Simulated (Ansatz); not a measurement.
Base system: Hf$_{3}$N$_{4}$ (space group R-3m, No. 166; a = 3.3846 Å, c = 24.9461 Å (hexagonal axes); a cell from a computed database, its experimental status unchecked).

Modification: an isotropic linear strain of −3.23 %; the atoms relax in the strained cell.

Levels (all Ansatz, a quantum-chemistry and plane-wave program, PAW): PBEsol (420 eV, spin-orbit coupling left out); PBEsol+SOC (420 eV, noncollinear with spin-orbit coupling).

The geometry is relaxed with PBEsol.

| Item | Result |
|---|---|
| PBEsol valence-band top at Γ | 0.00, -1.57, -1.57 eV |
| PBEsol gap character | indirect, Γ → F |
| PBEsol lowest conduction level above the VBM at special points | F 0.68 eV; Γ 1.17 eV; L 1.18 eV; T 1.48 eV |
| PBEsol smallest direct gap | 1.17 eV |

**Question.** Predict the valence-band top at Γ, gap character, lowest conduction level above the VBM at special points and smallest direct gap from PBEsol+SOC.

**Answer.** The valence-band top at Γ (three highest Kramers pairs, from the VBM) becomes 0.00, -1.52, -1.63 eV (PBEsol: 0.00, -1.57, -1.57 eV); the gap character remains indirect, Γ → F; the lowest conduction level above the VBM at special points becomes F 0.69 eV; Γ 1.11 eV; L 1.19 eV; T 1.40 eV (PBEsol: F 0.68 eV; Γ 1.17 eV; L 1.18 eV; T 1.48 eV); the smallest direct gap falls by 0.06 eV (1.17 eV → 1.11 eV).

Single points use the geometry relaxed with PBEsol. The spin-orbit shifts are approximate. Spin-orbit coupling, missing from the scalar runs, can matter with Hf. Stability against distortions was not tested.
